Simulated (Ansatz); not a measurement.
We consider Zn2SnO4 (Imma, No. 74, 14 atoms in the cell; start mp-35493), described by HSE06 in Ansatz (plane waves, PAW).

Settings: plane-wave cutoff 460 eV, 4×4×4 k mesh, Fermi–Dirac smearing 0.01 eV, scalar-relativistic PAW data made under PBE.

Cell (relaxed with PBEsol):

SnZn$_{2}$O$_{4}$ is modelled in the orthorhombic space group Imma (No. 74), Pearson symbol oI28. Lattice parameters: a = 5.9923 Å, b = 6.2422 Å, c = 8.6709 Å, α = 90.00°, β = 90.00°, γ = 90.00°. Zn1 on 4e is coordinated by 4 O at 1.978–2.015 Å (tetrahedral). Zn2 on 4d is coordinated by 6 O at 2.090–2.161 Å (octahedral). Sn on 4b is surrounded by 6 O at 2.046–2.101 Å (octahedral). O1 on 8h has 1 Zn at 1.978 Å and 2 Zn at 2.090 Å and 1 Sn at 2.046 Å. O2 on 8i is surrounded by 1 Zn at 2.015 Å and 1 Zn at 2.161 Å and 2 Sn at 2.101 Å. (Neighbours: up to the widest gap in distance over summed covalent radii, below 1.35, at either atom; cation-cation and far metal-metal contacts left out.)
(The calculation used a cell of 14 atoms; values per cell refer to that cell.)

### Question
Give the computed band gap.

### Answer

* **band gap**: 2.78 eV (on the SCF k mesh)

Note: cell and atoms aren't relaxed at this level (pressure -0.4 GPa).

Spin–orbit coupling is not included.

Static lattice: no zero-point or thermal effects.

It cost very roughly 7 core-minutes of CPU time.

A start named mp-… is a Materials Project structure, which need not be a measured phase.

Ansatz is a program for electronic structure.
